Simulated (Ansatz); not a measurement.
Be3N2 (R3m, No. 160, 5 atoms in the cell; start mp-1070456; a measured phase of this formula has another space group), treated with r²SCAN in Ansatz (PAW).

Settings: plane-wave cutoff 560 eV, 14×14×14 k mesh, Fermi–Dirac smearing 0.01 eV, scalar-relativistic PAW data made under PBE.

Cell (relaxed at this level):

```yaml
crystal:
  lattice:
    - [1.41746, 0.81837, 4.86127]
    - [-1.41746, 0.81837, 4.86127]
    - [0.00000, -1.63674, 4.86127]
  atoms:
    - { symbol: Be, position: [0.14087, 0.14087, 0.14087] }
    - { symbol: Be, position: [0.68241, 0.68241, 0.68241] }
    - { symbol: Be, position: [0.91115, 0.91115, 0.91115] }
    - { symbol: N, position: [0.79585, 0.79585, 0.79585] }
    - { symbol: N, position: [0.29162, 0.29162, 0.29162] }
```

Task: What does this level give for the band gap, smallest direct gap on the k points sampled and direct gap at Γ?

Result: 
- band gap: 3.42 eV (indirect)
- smallest direct gap on the k points sampled: 4.50 eV
- direct gap at Γ: 6.79 eV

Computed values are for the static lattice.

A start named mp-… is a Materials Project structure, which need not be a measured phase.

Ansatz is an electronic-structure program.
